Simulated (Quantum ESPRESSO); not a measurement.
Quantum ESPRESSO run on ZrZnNi4 (F-43m, 6 atoms in the cell): self-consistent single point.

Level of theory: PBEsol, PSlibrary ultrasoft (PBE) pseudopotentials (plane waves; Quantum ESPRESSO).

The change in words: lattice scaled by 0.98. Reference geometry:
```xyz
6
Lattice="0.0000 3.3960 3.3960 3.3960 0.0000 3.3960 3.3960 3.3960 0.0000" Properties=species:S:1:pos:R:3 pbc="T T T"
Ni     4.2450     4.2450     4.2450
Ni     4.2450     2.5470     2.5470
Ni     2.5470     2.5470     4.2450
Ni     2.5470     4.2450     2.5470
Zr     0.0000     0.0000     0.0000
Zn     1.6980     1.6980     1.6980
```
Moments meant for the start (each program seeds them in its own way; μB, in the order of the atoms Ni Ni Ni Ni Zr Zn): 2.0 2.0 2.0 2.0 0.0 0.0.

Reference input (self-consistent single point, DFT, PBEsol, plane waves, PSlibrary ultrasoft (PBE) pseudopotentials): ecutwfc = 55 Ry; ecutrho = 330 Ry; occupations = smearing; smearing = gaussian; degauss = 0.0073499 Ry; nspin = 2; input_dft = pbesol; K_POINTS = automatic 6 6 6 0 0 0; conv_thr = 1e-10 Ry; mixing_beta = 0.3. This run's input differs from it in these lines:

```diff
@@ -40,5 +40,5 @@
 CELL_PARAMETERS angstrom
-   0.0000000000     3.3960000000     3.3960000000
-   3.3960000000     0.0000000000     3.3960000000
-   3.3960000000     3.3960000000     0.0000000000
+   0.0000000000     3.3280800000     3.3280800000
+   3.3280800000     0.0000000000     3.3280800000
+   3.3280800000     3.3280800000     0.0000000000
```

Output, abridged:

```
     Self-consistent Calculation

     iteration #  1     ecut=    55.00 Ry     beta= 0.30

---- Real-time Memory Report at c_bands before calling an iterative solver
           218 MiB given to the printing process from OS
           121 MiB allocation reported by mallinfo(arena+hblkhd)
------------------

     total energy              =    -647.62065837 Ry
     estimated scf accuracy    <       1.03100706 Ry

     total magnetization       =     1.46 Bohr mag/cell
     absolute magnetization    =     1.81 Bohr mag/cell

     iteration #  2     ecut=    55.00 Ry     beta= 0.30

   [... lines left out ...]

---- Real-time Memory Report at c_bands before calling an iterative solver
           312 MiB given to the printing process from OS
           150 MiB allocation reported by mallinfo(arena+hblkhd)
------------------

     Magnetic moment per site  (integrated on atomic sphere of radius R)
     atom   1 (R=0.206)  charge=  8.5086  magn= -0.0000
     atom   2 (R=0.206)  charge=  8.5086  magn= -0.0000
     atom   3 (R=0.206)  charge=  8.5086  magn= -0.0000
     atom   4 (R=0.206)  charge=  8.5086  magn= -0.0000
     atom   5 (R=0.242)  charge=  9.4233  magn= -0.0000
     atom   6 (R=0.242)  charge= 10.9557  magn=  0.0000
     End of self-consistent calculation

     the Fermi energy is    15.0561 ev

!    total energy              =    -647.98442703 Ry
     estimated scf accuracy    <          4.1E-11 Ry
     smearing contrib. (-TS)   =      -0.00131709 Ry
     internal energy E=F+TS    =    -647.98310994 Ry

     total magnetization       =    -0.00 Bohr mag/cell
     absolute magnetization    =     0.00 Bohr mag/cell

     convergence has been achieved in  19 iterations

     Forces acting on atoms (cartesian axes, Ry/au):

     atom    1 type  1   force =    -0.00784653   -0.00784653   -0.00784653
     atom    2 type  1   force =    -0.00784653    0.00784653    0.00784653
     atom    3 type  1   force =     0.00784653    0.00784653   -0.00784653
     atom    4 type  1   force =     0.00784653   -0.00784653    0.00784653
   [... lines left out ...]

     Total force =     0.027181     Total SCF correction =     0.000007

          total   stress  (Ry/bohr**3)                   (kbar)     P=       23.93
   0.00016270  -0.00000000  -0.00000000           23.93       -0.00       -0.00
   0.00000000   0.00016270   0.00000000            0.00       23.93        0.00
  -0.00000000   0.00000000   0.00016270           -0.00        0.00       23.93

   JOB DONE.
```

The run converged in 19 iterations. Against the reference run the free energy goes down by 13.1 meV/atom, the pressure goes from -8.49 to 2.39 GPa and the largest force goes from 0.277 to 0.349 eV/Å.

The starting cell comes from a database of published, mostly measured structures (it also holds non-ambient and calculated ones), without a prior relaxation at this level. For this run, on top of that: lattice scaled by 0.98. The starting moments vanished: the run ended non-magnetic, which need not be the lowest state.

Cost on one core of a shared machine: roughly 6 min.
